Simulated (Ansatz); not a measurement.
Functionals compared on a constructed model of the (110) surface of bcc Fe, ferromagnetic, a pseudomorphic layer of Ni in the host's stacking (bottom of the slab: a bare face, its two planes held), in Ansatz (plane waves, PAW). The structure was relaxed with PBE; the other rows are single points on it. Cutoff 420 eV.

Set-up: 7 atoms, 12.3 Å thick at the start; mesh 16x16x1; 0.1 eV smearing; dipole correction on; 2 atoms held, the rest relaxed; symmetry of the start imposed; spin-polarised, ending with about 14.6 μB a cell; orders that need a larger cell were not tried, no spin-orbit, no U. It is one candidate, not shown to be the stable structure of the face. These notes are the PBE run's.

```
functional  work function of the top face (eV)  magnetic moment of the cell (μB)  rough cost of the single point
----------  ----------------------------------  --------------------------------  ------------------------------
PBE                                       4.72                             14.58                               –
RPBE                                      4.53                             14.78          roughly 4 core-minutes
```

Ansatz is an electronic-structure program.
